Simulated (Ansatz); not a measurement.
Reference: LuAl2 (Fd-3m), PBEsol, DFPT electron-phonon coupling, linearised Boltzmann equation (plane waves, PAW, scalar-relativistic; Ansatz, a program for electronic structure); geometry: relaxed with this functional, without spin-orbit coupling.

```
CELL_PARAMETERS angstrom
      0.00000     3.83578     3.83578
      3.83578     0.00000     3.83578
      3.83578     3.83578     0.00000
ATOMIC_POSITIONS crystal
  Lu 0.50000 0.50000 0.50000
  Lu 0.75000 0.75000 0.75000
  Al 0.12500 0.12500 0.12500
  Al 0.62500 0.12500 0.12500
  Al 0.12500 0.12500 0.62500
  Al 0.12500 0.62500 0.12500
```

The resistivity at 300 K is 24 μΩ·cm, the mean free path at 300 K comes out as 6.8 nm and the electron-phonon coupling λ is 0.38. The logarithmic mean phonon energy comes out as 18.5 meV.

Q: Replace Lu by Y on the same sites and relax. What happens?

A: YAl2 (Fd-3m): volume per atom 18.8 to 19.8 Å³; resistivity at 300 K rises (24 μΩ·cm to 34 μΩ·cm); mean free path at 300 K stays about the same (6.8 nm to 6.3 nm); electron-phonon coupling λ stays about the same (0.38 to 0.40); logarithmic mean phonon energy rises (18.5 meV to 21 meV).

Q: Swap Lu for Sr, keeping the structure type. How do these values move?

A: SrAl2 (Fd-3m): volume per atom 18.8 to 22.9 Å³; resistivity at 300 K falls (24 μΩ·cm to 18.0 μΩ·cm); mean free path at 300 K rises (6.8 nm to 7.7 nm); electron-phonon coupling λ stays about the same (0.38 to 0.42); logarithmic mean phonon energy stays about the same (18.5 meV to 20 meV).

Moves up to 11 % count as about the same. Metals; harmonic phonons alone scatter; means over directions. The mean free path is weighted by the current that each state carries. Halving the electron mesh moves these values by up to 8 %; q meshes are mostly untested. Some of the runs warned that the eigensolver left states short of its tolerance. Spin-orbit coupling is left out.

Computed structure with no diffraction record at hand here (it may be known, metastable or hypothetical): LuAl2 (Fd-3m), SrAl2 (Fd-3m). The missing spin-orbit coupling matters most for LuAl2 (Fd-3m).
